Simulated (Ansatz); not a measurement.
System: TiBr₃ (P-1, No. 2). Method: PBE0 (Ansatz, a quantum-chemistry and plane-wave program, plane waves, PAW).

Run with plane-wave cutoff 500 eV, 4×4×4 k mesh, gaussian smearing 0.02 eV, spin-polarised start, scalar-relativistic PAW data made under PBE.

Cell (relaxed with r²SCAN):

TiBr3 has the triclinic space group P-1 (No. 2), Pearson symbol aP8. Conventional cell: a = 6.5032 Å, b = 6.6378 Å, c = 7.4187 Å, α = 64.16°, β = 64.68°, γ = 60.67°. Ti on 2i sees 6 Br at 2.536–2.657 Å (octahedral). Br1 on 2i has 2 Ti at 2.578 Å (bent). Br2 on 2i is surrounded by 2 Ti at 2.536–2.657 Å (bent). Br3 on 2i has 2 Ti at 2.536–2.657 Å (bent). (Neighbours: up to the widest gap in distance over summed covalent radii, below 1.35, at either atom; cation-cation and far metal-metal contacts left out.)

### Question
Predict the band gap.

### Answer

band gap: 3.23 eV (on the SCF k mesh)

Note: the magnetic order was assumed, not searched for or taken from measurement; cell and atoms aren't relaxed at this level (largest force component 0.08 eV/Å); the cell has widely spaced layers and the level no dispersion term, so their spacing and the moduli can rest on weak binding.

Spin–orbit coupling is not included.

Static lattice: no zero-point or thermal effects.
